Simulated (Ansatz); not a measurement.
The reference is GeS$_{2}$ in the 2H-MoS2 type structure (space group P6_3/mmc, No. 194; a = 3.3820 Å, c = 10.3904 Å; a hypothetical phase, not in the database extracts checked; layered, stacked along the Cartesian z axis).

Method: Ansatz (an electronic-structure program), PBEsol-D3(BJ), PAW, cutoff 420 eV, without spin-orbit coupling.

Before the change:

| Quantity | Value |
|---|---|
| In-plane lattice parameter a | 338.2 pm |
| Shortest interatomic distance | 247.8 pm |

Now apply this change: a free-standing slab of 3 layers (9 atoms, 3 a layer) is cut normal to the stacking axis, with 15 Å of vacuum and the in-plane cell relaxed.

What happens to the in-plane lattice parameter a, shortest interatomic distance and excess energy per area of both faces?

The in-plane lattice parameter a falls by 1.4 pm to 336.8 pm; the shortest interatomic distance falls by 4.1 pm to 243.7 pm; the excess energy per area of both faces (slab less bulk energy over the cell's area: twice a surface energy) is 0.8 J/m² (uncertain by up to 0.1 J/m²).

The excess energy carries the mismatch between the slab's and the bulk's meshes. Whether these cells are dynamically stable was not tested. All final runs are without spin polarisation.
